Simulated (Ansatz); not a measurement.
Consider Cu in the fcc (Cu type) structure (space group Fm-3m, No. 225; a = 3.577 Å; relaxed with 0.1 eV smearing). Axes: x, y, z lie along the cube axes.

Structures relaxed with DFT with r2SCAN, PAW potentials and a 500 eV plane-wave cutoff in Ansatz (a program for electronic structure), no spin-orbit coupling.

Base:

Simulated powder pattern, Cu Kα1, λ = 1.54056 Å (kinematic, ideal powder, no thermal factors, no anomalous dispersion; the 10 strongest lines at most, above 2 %, up to 2θ = 90°):

```json
[
 {"2θ (°)": "43.80", "I/Imax (%)": "100", "hkl": "(111)"},
 {"2θ (°)": "51.03", "I/Imax (%)": "47", "hkl": "(200)"},
 {"2θ (°)": "75.05", "I/Imax (%)": "26", "hkl": "(220)"}
]
```

Perturbation: compressive biaxial strain of 0.50 % in the plane normal to [001], as in epitaxy on a mismatched substrate; the out-of-plane cell vector and the atoms relax.

After the change:

Simulated powder pattern, Cu Kα1, λ = 1.54056 Å (kinematic, ideal powder, no thermal factors, no anomalous dispersion; the 10 strongest lines at most, above 2 %, up to 2θ = 90°):

```csv
2θ (°),d (Å),I/Imax (%),hkl
43.85,2.063,100,(111)
50.65,1.801,16,(002)
51.30,1.779,31,(200)
74.97,1.266,18,(202)
75.50,1.258,8.7,(220)
```

The indices refer to the base's conventional cell; one index is shown for lines that coincide. The space group is now I4/mmm (No. 139).

No phonon test of stability was made. The final runs are not spin-polarised.
